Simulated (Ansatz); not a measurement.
Consider the following.

End structure of the (31-42) surface of hcp Zn in its 1x1 cell, outermost plane spacing 0.20 Å in the ideal cut:

```xyz
36
Lattice="6.8296 0.0000 0.0000 0.7136 7.2867 0.0000 0.0000 0.0000 27.0000" Properties=species:S:1:pos:R:3 pbc="T T T"
Zn     2.6646     5.5332     8.1505
Zn     0.2724     5.0435     8.7849
Zn     0.6666     0.3807     8.5017
Zn     5.0914    -0.0115     9.3370
Zn     6.2053     2.5201     8.9817
Zn     3.7735     2.1352     9.9693
Zn     4.6993     4.6294     9.4891
Zn     2.3144     4.2357    10.5374
Zn     3.4269     6.9369    10.2523
Zn     0.9620     6.4290    11.1568
Zn     1.2904     1.7592    10.7617
Zn     5.7153     1.3338    11.7880
Zn     6.6795     3.8890    11.4125
Zn     4.1905     3.4328    12.3779
Zn     5.2802     6.0174    11.9963
Zn     2.6833     5.4833    12.9728
Zn     3.0957     0.8466    12.6517
Zn     0.1905    -0.0039    13.6852
Zn     1.3386     2.7204    13.3148
Zn     5.2629     1.8698    14.3483
Zn     6.3889     4.5198    14.0272
Zn     3.7920     3.9857    15.0037
Zn     4.8817     6.5703    14.6221
Zn     2.3926     6.1141    15.5875
Zn     2.6432     1.3827    15.2120
Zn     7.0682     0.9572    16.2383
Zn     1.2806     3.5741    15.8432
Zn     5.6452     3.0661    16.7477
Zn     6.7577     5.7674    16.4626
Zn     4.3728     5.3737    17.5109
Zn     4.5850     0.5813    17.0307
Zn     2.8668     7.4829    18.0183
Zn     3.2671     2.7280    17.6630
Zn     7.6920     2.3358    18.4983
Zn     1.9701     4.9596    18.2151
Zn     6.4075     4.4699    18.8495
```

Slab: 36 atoms, 10.7 Å thick at the start; k 6x5x1, smearing 0.1 eV, dipole-corrected; all atoms relaxed; start symmetry kept, larger cells not searched; no spin, no spin-orbit, no U.

Question: Give the work function of the top face at the level PBE (Ansatz, a program for electronic structure).

Answer: 4.17 eV

Question: Predict the surface energy (mean of both faces) from PBE.

Answer: 0.78 J/m^2
